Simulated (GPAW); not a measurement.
Input and output of a self-consistent single point for HgS (F-43m, 2 atoms in the cell) (GPAW).

Method of the run: LDA (Perdew-Wang 92), GPAW PAW datasets LDA (gpaw-data 1.0.1) (plane waves; GPAW).

```
CELL_PARAMETERS angstrom
      0.00000     2.92500     2.92500
      2.92500     0.00000     2.92500
      2.92500     2.92500     0.00000
ATOMIC_POSITIONS crystal
  Hg 0.00000 0.00000 0.00000
  S  0.25000 0.25000 0.25000
```

Reference input (self-consistent single point, DFT PBE, plane waves, GPAW PAW datasets PBE (gpaw-data 1.0.1)): mode = pw; ecut = 600 eV; xc = PBE; kpts = 5 5 5; mesh shift (steps) = 0 0 0; occupations.name = fermi-dirac; occupations.width = 0.01 eV; nbands = -6; convergence.density = 1e-05 e/electron; convergence.bands = -4; symmetry.symmorphic = false; symmetry.tolerance = 0.0005. This run's input differs from it in these lines:

```diff
@@ -13,7 +13,7 @@
 calc = GPAW(mode={'name': 'pw', 'ecut': 600},
-            xc='PBE',
+            xc='LDA',
             kpts=(5, 5, 5),
             occupations={'name': 'fermi-dirac', 'width': 0.01},
-            nbands=-6,
-            convergence={'density': 1e-05, 'bands': -4},
+            nbands=-8,
+            convergence={'density': 1e-05},
             symmetry={'symmorphic': False, 'tolerance': 0.0005},
```

Its files differ too (potentials: GPAW PAW datasets LDA (gpaw-data 1.0.1)).

Output (repeated stretches shortened):

```
     iter     time        total  log10-change:
                         energy   eigst   dens
iter:   1 --:--:--    -7.072676
iter:   2 --:--:--    -7.006509   -1.24  -1.30
iter:   3 --:--:--    -6.787335   -1.57  -1.34
iter:   4 --:--:--    -6.776955   -3.02  -1.73
iter:   5 --:--:--    -6.784802c  -2.05  -1.75
iter:   6 --:--:--    -6.774871c  -3.39  -2.37
iter:   7 --:--:--    -6.774583c  -4.60  -2.74
iter:   8 --:--:--    -6.775024c  -4.48  -2.76
iter:   9 --:--:--    -6.775116c  -5.47  -3.17
iter:  10 --:--:--    -6.775534c  -5.17  -3.21
iter:  11 --:--:--    -6.775291c  -4.55  -3.21
iter:  12 --:--:--    -6.775295c  -6.08  -3.93
iter:  13 --:--:--    -6.775294c  -6.88  -4.19
iter:  14 --:--:--    -6.775294c  -7.54c -4.26
iter:  15 --:--:--    -6.775294c  -8.10c -4.34
iter:  16 --:--:--    -6.775294c  -9.00c -4.38
iter:  17 --:--:--    -6.775294c  -9.47c -4.44
iter:  18 --:--:--    -6.775295c  -7.92c -4.53
iter:  19 --:--:--    -6.775295c  -9.58c -4.56
iter:  20 --:--:--    -6.775294c  -8.07c -4.60
iter:  21 --:--:--    -6.775294c  -9.03c -4.91
iter:  22 --:--:--    -6.775294c -10.11c -4.96
iter:  23 --:--:--    -6.775294c -10.06c -5.04c
Converged after 23 iterations.

Dipole moment: (-2.796122, -2.796122, -2.796122) |e|*Ang

Energy contributions relative to reference atoms: (reference = -543689.545023)

Kinetic:        +29.810277
Potential:      -24.667019
External:        +0.000000
XC:              -9.721715
Entropy (-ST):   -0.000306
Local:           -2.196685
SIC:             +0.000000
--------------------------
Free energy:     -6.775447
Extrapolated:    -6.775294

Showing only first 2 kpts
 Kpt  Band  Eigenvalues  Occupancy
  0    10      4.14157    1.33333
  0    11      4.14157    1.33333
  0    12      4.14157    1.33333
  0    13      9.98703    0.00000

  1    10      3.23818    2.00000
  1    11      3.23818    2.00000
  1    12      6.04489    0.00000
  1    13      8.41028    0.00000

Fermi level: 4.14850

No gap
No difference between direct/indirect transitions
Energy (eV): -6.775294

Forces in eV/Ang:
  0 Hg   -0.00000   -0.00000    0.00000
  1 S     0.00000    0.00000   -0.00000

Stress tensor:
     0.004470     0.000000     0.000000
     0.000000     0.004470     0.000000
     0.000000     0.000000     0.004470
Stress (GPa, Voigt): [0.7162 0.7162 0.7162 0.     0.     0.    ]
```

The run converged in 23 iterations. GPAW prints stress with tension positive. Against the reference run the pressure goes from 4.96 to -0.72 GPa.

The starting cell has typed, rounded lattice constants, without a prior relaxation at this level. The run gives no clean gap (levels at the Fermi energy touch, overlap or are partly filled at this smearing), which alone does not show that the compound is a metal.
